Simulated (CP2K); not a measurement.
Band structure of K2SnHgTe4 (I-42m, 8 atoms in the cell).

```xyz
8
Lattice="7.2500 0.0000 0.0000 -3.4000 6.4034 0.0000 -1.9250 -3.2017 6.2134" Properties=species:S:1:pos:R:3 pbc="T T T"
K      2.6625    -1.6008     3.1067
K     -2.6625     1.6008     3.1067
Sn     0.0000     0.0000     0.0000
Hg     1.9250     3.2017     0.0000
Te     1.0668     6.0035     0.0000
Te    -1.0094    -1.6788     4.0341
Te     4.8021     3.7576     0.0000
Te     0.9156     1.5228     2.1793
```

Method: LDA (Pade form), GPW, DZVP-MOLOPT-SR-GTH basis, GTH-PADE potentials (GTH_POTENTIALS) run with CP2K 2026.2.

Settings: CUTOFF = 500 Ry; REL_CUTOFF = 50 Ry; KPOINTS/SCHEME = MONKHORST-PACK 3 3 3; XC_FUNCTIONAL = PADE; K/BASIS_SET = DZVP-MOLOPT-SR-GTH; K/POTENTIAL = GTH-PADE-q9; Sn/BASIS_SET = DZVP-MOLOPT-SR-GTH; Sn/POTENTIAL = GTH-PADE-q4; Hg/BASIS_SET = DZVP-MOLOPT-SR-GTH; Hg/POTENTIAL = GTH-PADE-q12; Te/BASIS_SET = DZVP-MOLOPT-SR-GTH; Te/POTENTIAL = GTH-PADE-q6; METHOD = GPW; EPS_DEFAULT = 1e-10.

The starting cell comes from a database of computed structures (which also holds hypothetical and non-ambient phases and stackings), without a prior relaxation at this level. Spin-orbit coupling is off. Values carry the incompleteness of an atom-centred basis.

Task: Predict the gap along the standard path and the places of the band edges.

Result: The gap along the path is 0.38 eV, from a point between Γ and X to M; the smallest direct gap on it is 0.57 eV.

Levels in eV from the top of the valence band on the SCF mesh, bands 26 to 30:
```
point     26     27     28     29    30
-----  -----  -----  -----  -----  ----
Γ      -0.30  -0.21  -0.08  -0.08  1.38
X      -0.90  -0.69  -0.38  -0.08  1.45
M      -1.22  -0.24  -0.24  -0.15  0.41
Z      -1.12  -0.19  -0.19  -0.16  0.61
P      -0.93  -0.74  -0.45  -0.45  1.34
N      -0.84  -0.80  -0.45  -0.28  1.35
Z1     -1.12  -0.19  -0.19  -0.16  0.61
```

Higher empty bands are left out: an atom-centred basis made for the valence describes them poorly.
